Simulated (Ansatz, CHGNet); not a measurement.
For MoP (P-6m2, No. 187, 2 atoms in the cell; start mp-219), the machine-learned potential CHGNet 0.3.0 (trained on PBE and PBE+U data) gives:

* **lattice parameter a**: 3.242 Å
* **c axis length**: 3.206 Å

### Question
What does HSE06 (Ansatz, a quantum-chemistry and plane-wave program, PAW) give for the same quantities?

### Answer

- lattice constant a: 3.201 Å (shrinks by 1.3 %)
- lattice parameter c: 3.173 Å (decreases by 1.0 %)

Changes are worked out from the printed values.

Unless a cell is named, each level is at its own relaxed cell (CHGNet 0.3.0 14.59, HSE06 14.08 Å³/atom).

Caveats: exact exchange on metals is sensitive to the k mesh and can open a false gap (HSE06); the relaxation could not lower the start's symmetry, so the cell can be a saddle point above a distorted one (CHGNet 0.3.0, HSE06). Ansatz's density-functional and Hartree–Fock values are scalar-relativistic unless marked +SOC, with PAW data made under PBE.

A start named mp-… is a Materials Project structure, which need not be a measured phase.
